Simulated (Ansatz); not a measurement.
Structures of equal composition on the (111) surface of fcc Ag: p(2x2), one Ag adatom; one added row of Ag in 4. The slabs share one bottom face, and each structure is named by its start. These are constructed structures in small cells; real faces may alloy, dewet or reconstruct in larger ones, and not all known structures of the face are among them. Slabs of about 12 Å, Fermi-Dirac smearing of 0.1 eV. Bottom of the slabs: a bare face, its two planes held. Relaxed from the named starts with such symmetry as they have, on meshes of like density; energies extrapolated to zero smearing; spin only where a row says so; no spin-orbit coupling, no U. Brackets mark spin-polarised runs, whose order is one that fits the cell. The cells differ, so small differences also carry the error of unlike k-meshes.

Calculation: PBE (plane waves to 420 eV, PAW; Ansatz, an electronic-structure program).

Q: Rank these by energy per 1x1 cell (lowest first), as PBE gives it.

A: one added row of Ag in 4 (0.00 eV), p(2x2), one Ag adatom (0.06 eV)
